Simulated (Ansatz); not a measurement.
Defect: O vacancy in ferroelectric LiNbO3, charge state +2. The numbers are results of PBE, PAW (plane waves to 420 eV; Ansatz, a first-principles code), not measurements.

Cell of 120 host sites held at the relaxed PBE lattice; the Γ point alone; Fermi-Dirac width 0.01 eV, spin-restricted; finite-size errors left in. Energies are static. The charge state is imposed; whether it is stable for some Fermi level was not computed. Forms of the defect that were not tried may lie lower.

Barriers: single points on a 2×2×2 k-point mesh shifted by half a step along c at the bands' geometries.

The step: a nearby O atom hops onto the vacant site. Atoms about the jump, Cartesian Å from the middle of the jump, before and after:

```tsv
atom	x0	y0	z0	x1	y1	z1
O1	0.35	-0.71	1.09	-0.35	0.71	-1.09
Nb2	1.69	0.49	0.03	1.38	0.67	-0.37
Li3	-1.45	-1.21	-2.05	-1.31	-0.95	-1.84
Li4	-1.38	2.09	0.62	-1.30	1.95	0.46
Nb5	-1.27	-0.98	2.05	-1.73	-1.01	2.37
O6	0.63	1.95	1.07	0.65	1.91	1.18
O7	-2.29	0.34	1.20	-2.31	0.32	1.17
O8	1.89	-0.98	-1.13	1.90	-0.99	-1.11
O9	-0.31	-2.65	-1.17	-0.26	-2.61	-1.12
O10	-1.93	-2.52	1.18	-1.93	-2.48	1.21
Li11	1.26	-2.50	0.41	1.41	-2.71	0.29
O12	3.09	0.42	1.20	2.63	0.21	1.22
O13	-0.67	0.46	3.53	-0.67	0.46	3.41
Li14	1.28	0.51	3.17	1.34	0.59	2.96
O15	2.27	1.82	-1.16	2.32	1.97	-1.23
O16	-3.26	-1.07	-1.16	-3.29	-1.01	-1.15
O17	-2.67	1.71	-1.12	-2.88	1.85	-1.16
```

Q: Give the saddle-point geometry and the barrier.

A: 
```csv
atom,x,y,z
O1,-0.21,-0.18,0.18
Nb2,1.53,0.42,-0.14
Li3,-1.29,-1.10,-1.21
Li4,-1.24,1.92,0.63
Nb5,-1.59,-0.92,2.18
O6,0.74,2.03,1.19
O7,-2.52,0.43,1.26
O8,2.02,-1.10,-1.15
O9,-0.23,-2.73,-1.16
O10,-1.91,-2.42,1.11
Li11,1.37,-2.74,0.25
O12,2.78,0.27,1.28
O13,-0.62,0.53,3.36
Li14,1.39,0.62,3.02
O15,2.16,1.81,-1.26
O16,-3.30,-1.03,-1.12
O17,-2.82,1.78,-1.20
```
It lies 0.74 eV above the start and 0.74 eV above the end. The check of the saddle point's order was inconclusive.
